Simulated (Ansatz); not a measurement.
Take Al in the fcc (Cu type) structure (space group Fm-3m, No. 225; a = 3.992 Å; relaxed with 0.1 eV smearing) as the base. Axes: x, y, z lie along the cube axes.

Computed with Kohn–Sham DFT with the r2SCAN functional, run in Ansatz (a quantum-chemistry and plane-wave program) with PAW and 500 eV plane waves, scalar-relativistic without spin-orbit coupling, earlier PAW set.

For the base:

* **Volume per atom**: 15.91 Å³

One thing is altered: compressive biaxial strain of 2.15 % in the plane normal to [110], as in epitaxy on a mismatched substrate; the out-of-plane cell vector and the atoms relax.

Problem. How does this affect the volume per atom?

Solution. The volume per atom decreases by 0.38 Å³, from 15.91 Å³ to 15.53 Å³.

No phonon test of stability was made.
